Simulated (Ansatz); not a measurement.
**GaAs (model structure, P6₂22, No. 180, 6 atoms in the cell)**

Computed with LDA in Ansatz (PAW).

Run with plane-wave cutoff 520 eV, 18×18×6 k mesh (along the axes of the cell as run), Fermi–Dirac smearing 0.05 eV, scalar-relativistic PAW data made under PBE.

Cell (relaxed at this level):

GaAs is taken in the hexagonal space group P6₂22 (No. 180), Pearson symbol hP6. Cell: a = b = 3.980 Å, c = 8.701 Å, α = β = 90.00°, γ = 120.00°. Ga on 3d has 4 As at 2.462 Å. As on 3c has 4 Ga at 2.462 Å. (Neighbours: up to the widest gap in distance over summed covalent radii, below 1.35, at either atom; cation-cation and far metal-metal contacts left out.)

| Item | Result |
|---|---|
| band gap | zero (no gap) |
| bulk modulus B0 | 78.8 GPa |

Note: the bulk modulus is −V dP/dV from two relaxed cells at ±2 % in volume; the relaxation could raise the start's symmetry but not lower it, so the cell can be a saddle point.

Spin–orbit coupling is not included.

The computed numbers hold no vibrational or temperature effects.

Computing time: roughly 20 core-minutes.

A model structure was made by putting elements into a prototype or built by hand; it is no filed structure, need not be a known phase, and can be a saddle point held by its symmetry.

Ansatz is a quantum-chemistry and plane-wave program.
